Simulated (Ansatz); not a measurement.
Base system: PbS in the rock salt structure (space group Fm-3m, No. 225; a = 5.9028 Å). Axes: x, y, z lie along the cube axes.

Perturbation: compressive biaxial strain of 0.66 % in the plane normal to [001], as in epitaxy on a mismatched substrate; the out-of-plane cell vector and the atoms relax.

Levels (all Ansatz, a first-principles code, PAW, earlier PAW set): PBEsol (420 eV, no spin-orbit coupling); r2SCAN (500 eV, no spin-orbit coupling); HSE06 (420 eV, scalar-relativistic without spin-orbit coupling).

At the geometry relaxed with PBEsol, these levels gave the following band gaps, in shuffled order: (a) 0.67 eV, (b) 0.15 eV, (c) 0.51 eV.

Question: Match each gap to its level.

Answer: (a) HSE06; (b) PBEsol; (c) r2SCAN.

Single points use the geometry relaxed with PBEsol. HSE06 was sampled on its mesh, a few special points and the semilocal edge points, so its gap is an upper bound. Spin-orbit coupling, missing from the scalar runs, can matter with Pb. Stability against distortions was not tested. A zero or small gap of PbS can be the functional's error rather than a property of the material.
